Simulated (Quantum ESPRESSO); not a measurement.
# Variants of one calculation on MgSn5 (Amm2, 6 atoms in the cell)

```yaml
crystal:
  lattice:
    - [5.51351, 0.00000, 0.00000]
    - [0.00000, 1.64489, 8.90098]
    - [0.00000, -1.64489, 8.90098]
  atoms:
    - { symbol: Mg, position: [0.50000, 0.22254, 0.22254] }
    - { symbol: Sn, position: [0.00000, 0.00045, 0.00045] }
    - { symbol: Sn, position: [0.00000, 0.66928, 0.66928] }
    - { symbol: Sn, position: [0.00000, 0.33134, 0.33134] }
    - { symbol: Sn, position: [0.50000, 0.88466, 0.88466] }
    - { symbol: Sn, position: [0.50000, 0.55840, 0.55840] }
```

Base run A: PBEsol, GBRV 1.5 ultrasoft (PBESOL) pseudopotentials run with Quantum ESPRESSO, self-consistent single point.

Its settings: ecutwfc = 40 Ry; ecutrho = 200 Ry; occupations = smearing; smearing = marzari-vanderbilt; degauss = 0.019992 Ry; potentials = {Mg: mg_pbesol_v1.4.uspp.F.UPF, Sn: sn_pbesol_v1.4.uspp.F.UPF}; K_POINTS = automatic 3 5 5 0 0 0; conv_thr = 1e-10 Ry.

The starting cell comes from a database of computed structures (which also holds hypothetical and non-ambient phases and stackings), without a prior relaxation at this level. Without a gap this mesh is coarse (it stands for a supercell whose shortest vector is 16 Å).

ΔF is the free energy per atom less that of run A. A dash stands where there is no value to compare (another energy zero or no entropy term, no result, no spin, no clean gap, or a mesh too coarse for one). Absolute energies have different zeros for different potentials, functionals, Hubbard and dispersion terms and are not compared across them.

Runs:
- B: pseudopotentials: {Mg: mg_pbesol_v1.4.uspp.F.UPF, Sn: sn_pbesol_v1.4.uspp.F.UPF} → {Mg: mg_pbe_v1.4.uspp.F.UPF, Sn: sn_pbe_v1.4.uspp.F.UPF}; input_dft: default → rvv10 [rVV10]
- C: degauss: 0.019992 Ry → 0.0018375 Ry
- D: degauss: 0.019992 Ry → 0.002205 Ry; K_POINTS: automatic 3 5 5 0 0 0 → automatic 3 4 4 0 0 0
- E: conv_thr: 1e-10 Ry → 0.00073 Ry
- F: nbnd: default → 41
- G: force_symmorphic: default → true
- H: mixing_ndim: default → 20
- I: conv_thr: 1e-10 Ry → 1e-05 Ry

```
run  ΔF (meV/atom)  pressure (GPa)  largest force (eV/Å)  k-points
---  -------------  --------------  --------------------  --------
A             0.00           -2.21                 0.269        18
B                –            1.54                 0.215        18
C             1.19           -2.12                 0.286        18
D             43.8           -2.37                 0.187        14
E             1.18           -8.08                 1.802        18
F              9.6           -2.13                 0.412        18
G             0.00           -2.21                 0.269        18
H             0.00           -2.21                 0.269        18
I             0.02           -2.75                 0.354        18
```

Run F against A: The free energy rises by 9.6 meV/atom, the pressure stays near -2.13 GPa while the zz stress (positive for compression) goes from -3.18 to -2.83 GPa and the largest force goes from 0.269 to 0.412 eV/Å.

Run E against A: The free energy rises by 1.2 meV/atom, the pressure goes from -2.21 to -8.08 GPa and the largest force goes from 0.269 to 1.802 eV/Å.
